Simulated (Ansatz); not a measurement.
## CdTe: response to strain

Take CdTe in the zinc blende structure (space group F-43m, No. 216; a = 6.4086 Å) as the base. Axes: x, y, z lie along the cube axes.

Strains are applied to the cell and any free atomic positions relax; under biaxial strain the out-of-plane vector relaxes too.

Computed with LDA (Ansatz, a first-principles code), spin-orbit coupling left out.

Notes on the quantities. energy relative to the base: free energy F.

```json
[
 {"biaxial strain, plane normal [001], relaxed out of plane (%)": "0", "energy relative to the base (meV/atom)": "0.0"},
 {"biaxial strain, plane normal [001], relaxed out of plane (%)": "0.5", "energy relative to the base (meV/atom)": "0.2"},
 {"biaxial strain, plane normal [001], relaxed out of plane (%)": "1", "energy relative to the base (meV/atom)": "0.9"},
 {"biaxial strain, plane normal [001], relaxed out of plane (%)": "1.5", "energy relative to the base (meV/atom)": "2.0"},
 {"biaxial strain, plane normal [001], relaxed out of plane (%)": "2", "energy relative to the base (meV/atom)": "?"},
 {"biaxial strain, plane normal [001], relaxed out of plane (%)": "2.5", "energy relative to the base (meV/atom)": "5.3"},
 {"biaxial strain, plane normal [001], relaxed out of plane (%)": "3", "energy relative to the base (meV/atom)": "7.6"}
]
```

Question: Fit ΔE = Aε² + Bε³ (ε in %) to the rows shown and predict the withheld row.

Answer: Least squares on the printed values gives A = 0.909 and B = -0.022 meV/atom (largest residual 0.0 meV/atom); this predicts 3.5 meV/atom, and the run gives 3.4 meV/atom, in agreement.

Whether these cells are dynamically stable was not tested.
